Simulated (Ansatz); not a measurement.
Zn (Fm-3m, No. 225, 1 atoms in the cell; start mp-2646972; another form than the element's usual one)

Level of theory: PBEsol (plane waves, PAW; Ansatz, a program for electronic structure).

Run with plane-wave cutoff 520 eV, 24×24×24 k mesh, Fermi–Dirac smearing 0.05 eV, scalar-relativistic PAW data made under PBE.

Cell (relaxed at this level):

```
Zn
1.0
    0.00000     1.91961     1.91961
    1.91961     0.00000     1.91961
    1.91961     1.91961     0.00000
Zn
1
Direct
  0.00000   0.00000   0.00000
```

For Zn (Fm-3m, No. 225, 1 atoms in the cell; start mp-2646972; another form than the element's usual one), the band gap is none and the bulk modulus comes out as 86.9 GPa.

Note: the relaxation could not lower the start's symmetry, so the cell can be a saddle point above a distorted one; the bulk modulus is −V dP/dV from two relaxed cells at ±2 % in volume.

The computed numbers hold no vibrational or temperature effects.

A start named mp-… is a Materials Project structure, which need not be a measured phase.
